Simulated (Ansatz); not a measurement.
# Sensitivity of a calculation on BaWN₃ (C2/m, 10 atoms in the cell) to its settings

```
BaWN3
1.0
    7.06211    -1.99693     0.00000
    7.06211     1.99693     0.00000
   -1.74551     0.00000     6.44088
Ba W N
2 2 6
Direct
  0.60589   0.60589   0.31443
  0.39411   0.39411   0.68557
  0.83953   0.83953   0.12064
  0.16047   0.16047   0.87936
  0.14583   0.14583   0.59805
  0.85417   0.85417   0.40195
  0.03347   0.03347   0.94476
  0.96653   0.96653   0.05524
  0.30943   0.30943   0.02302
  0.69057   0.69057   0.97698
```

Base run A: PBE0, default PAW files made with PBE run with Ansatz (a program for electronic structure), self-consistent single point.

Its settings: basis.ecutwfc = 420 eV; kpoints.mp_grid.grid = 3 3 2; hamiltonian.xc = pbe0; hamiltonian.pseudopotentials = {kind: paw} (the program's default PAW files); scf.occupations.method = fixed.

The starting cell comes from a database of computed structures (which also holds hypothetical and non-ambient phases and stackings), without a prior relaxation at this level. Its lattice was rescaled by a random factor within 2.5 % of one. Spin-orbit coupling is off. In the base run, with a pressure of about -12 GPa the cell is away from its equilibrium volume at this level. In the base run, forces exceed 1 eV/Å. Ansatz's pressure includes its estimate of the finite-basis (Pulay) stress.

ΔF is the free energy per atom less that of run A. A dash stands where there is no value to compare (another energy zero or no entropy term, no result, no spin, no clean gap, or a mesh too coarse for one). Total energies depend on the potentials, the functional and any Hubbard or dispersion term, so they are compared only between runs that share all of them.

Runs:
- B: hamiltonian.xc: pbe0 → pbesol [PBEsol]
- C: hamiltonian.xc: pbe0 → hse06 [HSE06]
- D: kpoints.mp_grid.grid: 3 3 2 → 2 2 2
- E: kpoints.mp_grid.grid: 3 3 2 → 4 4 3
- F: kpoints.mp_grid.shift: default → 0.5 0.5 0.5
- G: scf.convergence.dr2_threshold: default (1e-07 eV) → 0.0001 eV
- H: scf.mixing.algorithm: default (the program chose MSR1) → anderson; scf.mixing.ndim: default → 2
- I: scf.mixing.preconditioner: default (the program chose none) → kerker_dos

```tsv
run	ΔF (meV/atom)	pressure (GPa)	largest force (eV/Å)	gap on the mesh (eV)	k-points
A	0.00	-11.81	2.199	2.543	8
B	–	-11.34	1.299	1.003	8
C	–	-11.76	2.170	1.841	8
D	-35.0	-12.50	2.051	2.546	6
E	0.63	-11.81	2.213	2.539	17
F	-1.03	-11.83	2.192	2.572	6
G	0.00	-11.80	2.199	2.543	8
H	0.00	-11.81	2.199	2.543	8
I	0.00	-11.81	2.199	2.543	8
```

Run F against A: The free energy goes down by 1.0 meV/atom, the pressure moves little (-11.81 to -11.83 GPa), the largest force hardly changes (2.199 to 2.192 eV/Å) and the gap on the mesh goes from 2.543 to 2.572 eV.

Run D against A: The free energy goes down by 35.0 meV/atom, the pressure goes from -11.81 to -12.50 GPa, the largest force goes from 2.199 to 2.051 eV/Å and the gap on the mesh moves little (2.543 to 2.546 eV).

Keys are those of Ansatz 0.2.
